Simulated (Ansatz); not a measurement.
```
Ru
1.0
    2.70830     0.00000     0.00000
   -1.35415     2.34546     0.00000
    0.00000     0.00000     4.27251
Ru
2
Direct
  0.66667   0.33333   0.75000
  0.33333   0.66667   0.25000
```

No spin polarisation.

Computed with Ansatz (an electronic-structure program), PBE, PAW, cutoff 420 eV, without spin-orbit coupling. Settings: 24×24×14 k-points, 0.1 eV Fermi–Dirac smearing.

**Question.** Predict the band gap.

**Answer.** Zero.

**Question.** Predict the pressure (mean of the normal stresses, compression positive).

**Answer.** 4.9 GPa.

The cells carry an imposed strain or load. Whether these cells are dynamically stable was not tested. The final runs are not spin-polarised. The cell was made from Ru in the hcp (Mg type) structure (space group P6_3/mmc, No. 194) by this change: isotropic strain −0.50 %.
